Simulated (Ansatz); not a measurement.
Be_Ga in beta Ga2O3

Computed with PBE, PAW (plane waves to 420 eV; Ansatz, a quantum-chemistry and plane-wave program). The supercell holds 120 host sites (1×3×2 repeats of a cell of 20 atoms), with a 2×2×2 shifted k-point sampling for the final energies. Site at the start: the Ga(1) site. Charged cells carry a point-charge image correction with potential alignment at far atoms. Dielectric constants: PBE linear response of the host. Host gap at this level: 2.01 eV. These values are not converged in cell size to better than tenths of an eV. The semilocal functional narrows the gap, so deep levels can fall outside it. Spin–orbit coupling is left out. Each state is the lowest found from its start.

Charges with a result: +1, 0, −1. Others weren't obtained, and one of them could lie lower, also by skipping a charge.

| charge | moment (μB) | point group | largest move off a lattice site (Å) | image correction with alignment (eV) |
|---|---|---|---|---|
| +1* | not spin-polarised | – | 0.20 | – |
| 0 | 1.0 | Cs | 0.21 | 0.00 |
| −1 | not spin-polarised | Cs | 0.17 | 0.26 |

* At this level the carrier isn't localised at the defect: at charge +1 holes occupy the valence band. Such a state is shallow or no state of the defect, and this cell gives it no level.

Point groups are those of the whole cell at tolerances of 0.03 and 0.1 Å ("near" where only the looser one holds); none is given for unsettled states.

No other site or start that was run ended lower by more than 0.1 eV.

Transition levels above the valence-band maximum: ε(0/−1) = 0.28 eV. On the lower envelope of the bound states, inside the gap: (0/−1) at 0.28 eV.

Flagged in the runs: a host whose relaxation on this sampling wasn't shown to rest.
